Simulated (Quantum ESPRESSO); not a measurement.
Input and output of a self-consistent single point for Hf₂AlSi (Amm2, 4 atoms in the cell) (Quantum ESPRESSO).

Level of theory: LDA (PW92), PseudoDojo standard norm-conserving (LDA) pseudopotentials (plane waves; Quantum ESPRESSO 7.5).

```yaml
crystal:
  lattice:
    - [3.82768, 0.00000, 0.00000]
    - [0.00000, 1.89009, 5.04268]
    - [0.00000, -1.89009, 5.04268]
  atoms:
    - { symbol: Hf, position: [0.50000, 0.14618, 0.14618] }
    - { symbol: Hf, position: [0.00000, 0.85333, 0.85333] }
    - { symbol: Al, position: [0.50000, 0.42166, 0.42166] }
    - { symbol: Si, position: [0.00000, 0.57883, 0.57883] }
```

Reference input (self-consistent single point, DFT, LDA (PW92), plane waves, PseudoDojo standard norm-conserving (LDA) pseudopotentials): ecutwfc = 60 Ry; occupations = smearing; smearing = marzari-vanderbilt; degauss = 0.0073499 Ry; potentials = {Hf: Hf.upf, Al: Al.upf, Si: Si.upf}; K_POINTS = automatic 8 8 8 0 0 0; conv_thr = 1e-10 Ry. This run's input differs from it in these lines:

```diff
@@ -34,3 +34,3 @@
 K_POINTS {automatic}
-8 8 8  0 0 0
+8 9 9  0 0 0
```

Log, with long lists cut:

```
     Self-consistent Calculation

     iteration #  1     ecut=    60.00 Ry     beta= 0.70

     Threshold (ethr) on eigenvalues was too large:
     Diagonalizing with lowered threshold

     total energy              =    -239.18439461 Ry
     estimated scf accuracy    <       0.11151201 Ry

     iteration #  2     ecut=    60.00 Ry     beta= 0.70

     total energy              =    -239.20529220 Ry
     estimated scf accuracy    <       0.07063865 Ry

     iteration #  3     ecut=    60.00 Ry     beta= 0.70

     total energy              =    -239.21972623 Ry
     estimated scf accuracy    <       0.01279122 Ry

   [... 6 blocks of this kind left out ...]

     iteration # 10     ecut=    60.00 Ry     beta= 0.70

     total energy              =    -239.22344920 Ry
     estimated scf accuracy    <          1.2E-09 Ry

     iteration # 11     ecut=    60.00 Ry     beta= 0.70
     End of self-consistent calculation

     Number of k-points >= 100: set verbosity='high' to print the bands.

     the Fermi energy is    12.0926 ev

!    total energy              =    -239.22344920 Ry
     estimated scf accuracy    <          7.8E-11 Ry
     smearing contrib. (-TS)   =       0.00004846 Ry
     internal energy E=F+TS    =    -239.22349767 Ry

     convergence has been achieved in  11 iterations

     Forces acting on atoms (cartesian axes, Ry/au):

     atom    1 type  1   force =     0.00000000    0.00000000    0.00071139
     atom    2 type  1   force =     0.00000000    0.00000000   -0.00201223
     atom    3 type  2   force =     0.00000000    0.00000000   -0.00269040
     atom    4 type  3   force =     0.00000000    0.00000000    0.00399124

     Total force =     0.005265     Total SCF correction =     0.000021

          total   stress  (Ry/bohr**3)                   (kbar)     P=      -80.23
  -0.00053698   0.00000000   0.00000000          -78.99        0.00        0.00
   0.00000000  -0.00054409  -0.00000000            0.00      -80.04       -0.00
   0.00000000   0.00000000  -0.00055501            0.00        0.00      -81.64

   JOB DONE.
```

The run converged in 11 iterations. Against the reference run the free energy stays essentially unchanged (within 1 meV/atom), the pressure hardly changes (-8.03 to -8.02 GPa) and the largest force goes from 0.111 to 0.103 eV/Å.

The starting cell comes from a database of computed structures (which also holds hypothetical and non-ambient phases and stackings), without a prior relaxation at this level.

Cost on one core of a shared machine: roughly 2 min.
